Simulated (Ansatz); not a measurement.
An Ansatz (a program for electronic structure) input for (V,Cr)2AlC alloy cell AlCrVC (211 MAX phase start):

Ansatz 0.2 input:
```yaml
crystal:
  lattice:
    - [2.867065468, -0.000000004, -0.000000014]
    - [-0.000000007, 4.968618938, 0.00000004]
    - [-0.000000062, 0.000000105, 12.862671458]
  atoms:
    - { symbol: V, position: [1.000000217, 0.332078951, 0.086335676] }
    - { symbol: Cr, position: [0.500000028, 0.835172617, 0.084261376] }
    - { symbol: Cr, position: [0.499999939, 0.164827433, 0.915738684] }
    - { symbol: V, position: [0.000000007, 0.667921228, 0.913664314] }
    - { symbol: V, position: [0.500000004, 0.167921173, 0.586335693] }
    - { symbol: Cr, position: [-0.000000008, 0.664827426, 0.584261389] }
    - { symbol: Cr, position: [1.000000116, 0.335172431, 0.415738739] }
    - { symbol: V, position: [0.500000032, 0.832078796, 0.413664251] }
    - { symbol: Al, position: [1.000000194, 0.332520247, 0.75214733] }
    - { symbol: Al, position: [0.500000106, 0.832520123, 0.747852647] }
    - { symbol: Al, position: [0.499999947, 0.167480017, 0.252147368] }
    - { symbol: Al, position: [0.000000037, 0.6674796, 0.247852685] }
    - { symbol: C, position: [-0.000000119, -0.000000246, -0.000000074] }
    - { symbol: C, position: [0.499999809, 0.500000057, 0.000000002] }
    - { symbol: C, position: [-0.000000234, -0.000000135, 0.499999968] }
    - { symbol: C, position: [0.499999923, 0.500000281, 0.499999952] }
basis:
  ecutwfc: 420
  ecutrho_ratio: 4
  xc_grid: 2
kpoints:
  mp_grid: { grid: [10, 6, 3] }
hamiltonian:
  xc: pbe
  dispersion: none
  pseudopotentials: { kind: paw }
scf:
  n_extra_bands: 24
  occupations: { method: fermi_dirac, width: 0.05 }
output:
  forces: true
  stress: true
relax:
  f_tol: 0.03
  max_steps: 90
  cell: { stress_tol: 0.15 }
```

Computed with PBE (plane waves to 420 eV, PAW; Ansatz). Spin–orbit coupling is left out; the runs are not spin-polarised. Its k-point mesh 10×6×3, Fermi–Dirac width 0.05 eV.

Task: Write the closing report of this run, without the band table and long remarks, to eight decimals at most.

Result: 
```
SCF converged after 8 iterations
Free energy (F): -28320.031521 eV
Harris-Foulkes:  -28320.031521 eV  (|F-HF|=1.46e-11)
Internal energy: -28319.936540 eV  (E = F + TS)
E sigma→0 (E₀):  -28319.984030 eV
Entropy (-TS):   -0.094981 eV (-5.936 meV/atom)
Fermi energy:    14.277883 eV
--- Per-component energies (eV) ---
  E_band       = -1410.342248
  E_kinetic    = 3180.857201
  E_local      = -15229.425880  (includes V_loc(G=0)·N_el)
  E_nonlocal   = 274.565446
  E_hartree    = 6945.334145
  E_xc         = -1441.180719
  E_vxc        = -1741.251901  (∫ρ·V_xc dr)
  E_paw        = -11494.573363  (= ΣΔE_a)
  E_vpaw       = -1785.757985  (= ΣTr[D̂ρ^β])
  E_aug_tail   = 0.002562  (compensation charges beyond the density's cutoff)
  E_ewald      = -10555.515932
  E_smearing   = -0.094981  (= −TS)
  E_closure    = 0.000000  (closes the sum)
  Σ components = -28320.031521   (vs F -28320.031521, Δ=0.00e0)
--- Forces (eV/Å), atoms counted from 1 ---
  atom   1  V     0.00000000    -0.00703738    -0.00413675
  atom   2  Cr     0.00000000    -0.00804254     0.02821764
  atom   3  Cr    0.00000000     0.00804254    -0.02821764
  atom   4  V      0.00000000     0.00703738     0.00413675
  atom   5  V     0.00000000     0.00703738    -0.00413675
  atom   6  Cr     0.00000000     0.00804254     0.02821764
  atom   7  Cr    0.00000000    -0.00804254    -0.02821764
  atom   8  V      0.00000000    -0.00703738     0.00413675
  atom   9  Al     0.00000000     0.00018271     0.00764938
  atom  10  Al    0.00000000     0.00018271    -0.00764938
  atom  11  Al     0.00000000    -0.00018271     0.00764938
  atom  12  Al    0.00000000    -0.00018271    -0.00764938
  atom  13  C      0.00000000     0.00000000    0.00000000
  atom  14  C      0.00000000    0.00000000     0.00000000
  atom  15  C      0.00000000     0.00000000     0.00000000
  atom  16  C      0.00000000     0.00000000     0.00000000
  max |Σ_I F_I| component: 5.15e-18 eV/Å
--- Stress (GPa, compression-positive) ---
        0.069675       0.000000      0.000000
        0.000000      -0.034767       0.000000
       0.000000       0.000000       0.005198
  P = ⅓ Tr σ = 0.0134 GPa (0.134 kbar)
--- Relaxed structure (3 steps of the walk, 3 accepted, 1 SCFs on fresh bases) ---
  F+E_penalty+E_count = -28320.03152100 eV   max|allowed force component| = 2.822e-2 eV/Å   (the final SCF, on the basis selected at the relaxed cell)
  cell:  # Å, volume = 184.6747 Å³
    - [2.87611390, 0.0, 0.0]
    - [0.0, 4.97906299, 0.0]
    - [0.0, 0.0, 12.89596227]
  atoms:
    - { symbol: V, position: [1.00000000, 0.33373519, 0.08505960] }
    - { symbol: Cr, position: [0.5, 0.83341039, 0.08434933] }
    - { symbol: Cr, position: [0.50000000, 0.16658961, 0.91565067] }
    - { symbol: V, position: [0.0, 0.66626481, 0.91494040] }
    - { symbol: V, position: [0.50000000, 0.16626481, 0.58505960] }
    - { symbol: Cr, position: [0.0, 0.66658961, 0.58434933] }
    - { symbol: Cr, position: [1.0, 0.33341039, 0.41565067] }
    - { symbol: V, position: [0.50000000, 0.83373519, 0.41494040] }
    - { symbol: Al, position: [1.00000000, 0.33158218, 0.75204103] }
    - { symbol: Al, position: [0.50000000, 0.83158218, 0.74795897] }
    - { symbol: Al, position: [0.5, 0.16841782, 0.25204103] }
    - { symbol: Al, position: [0.0, 0.66841782, 0.24795897] }
    - { symbol: C, position: [0.0, 0.0, 0.0] }
    - { symbol: C, position: [0.5, 0.50000000, 0.0] }
    - { symbol: C, position: [0.0, 0.0, 0.5] }
    - { symbol: C, position: [0.50000000, 0.50000000, 0.5] }
```

Cost: roughly 2.8 core-minutes.
